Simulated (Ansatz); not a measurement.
For GeSe (Fm-3m, No. 225, 2 atoms in the cell; start mp-10759; a measured phase of this formula has another space group), LDA (Ansatz, a program for electronic structure, PAW) gives:

- lattice constant a: 5.517 Å
- bulk modulus: 70.8 GPa
- cohesive energy: 4.29 eV/atom
- band gap: 0.28 eV

Task: What does PBEsol in Ansatz (plane waves, PAW) give for the same quantities?

Result: 
- lattice constant a: 5.561 Å (increases by 0.8 %)
- bulk modulus: 66.7 GPa (falls by 5.8 %)
- cohesive energy: 3.82 eV/atom (falls by 0.47 eV/atom)
- band gap: 0.28 eV (is nearly the same)

Changes are worked out from the printed values.

Unless a cell is named, each level is at its own relaxed cell (LDA 20.99, PBEsol 21.50 Å³/atom).

Levels without +SOC have no spin–orbit coupling; where heavier elements are present it shifts gaps, mostly down, and can invert bands. Density-functional gaps are differences of (generalised) Kohn–Sham levels.

Caveats: the bulk modulus is −V dP/dV from two relaxed cells at ±2 % in volume (LDA, PBEsol); the relaxation could not lower the start's symmetry, so the cell can be a saddle point above a distorted one (LDA, PBEsol). Ansatz's density-functional and Hartree–Fock values are scalar-relativistic unless marked +SOC, with PAW data made under PBE.

A start named mp-… is a Materials Project structure, which need not be a measured phase.
